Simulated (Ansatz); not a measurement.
The reference is ZnCu$_{2}$SnS$_{4}$ (space group I-4, No. 82).

```cif
data_Cu2S4SnZn
_chemical_formula_sum 'Cu2 Zn1 Sn1 S4'
_space_group_name_H-M_alt 'P 1'
_space_group_IT_number 1
_cell_length_a 6.51587
_cell_length_b 6.51587
_cell_length_c 6.51587
_cell_angle_alpha 131.836
_cell_angle_beta 131.836
_cell_angle_gamma 70.488
loop_
_space_group_symop_operation_xyz
  'x, y, z'
loop_
_atom_site_label
_atom_site_type_symbol
_atom_site_fract_x
_atom_site_fract_y
_atom_site_fract_z
_atom_site_occupancy
Cu1 Cu 0.00000 0.00000 0.00000 1
Cu2 Cu 0.75000 0.25000 0.50000 1
Zn1 Zn 0.25000 0.75000 0.50000 1
Sn1 Sn 0.50000 0.50000 0.00000 1
S1 S 0.36981 0.90003 0.00920 1
S2 S 0.09997 0.10917 0.46979 1
S3 S 0.89083 0.36062 0.99080 1
S4 S 0.63938 0.63019 0.53021 1
```

Level of theory: LDA/PAW in Ansatz (a first-principles code), no spin-orbit coupling.

Base values:

| Quantity | Result |
|---|---|
| Pressure | 0.00 GPa |

Perturbation: the cell is scaled by 1.0075 in all directions; the atoms relax in the strained cell.

Question: Predict the new energy relative to the base and pressure.

Answer: The energy goes up by 2.5 meV/atom; the pressure (mean of the normal stresses, compression positive) goes from zero to -1.87 GPa.

Stability against distortions was not tested. The final runs are not spin-polarised.
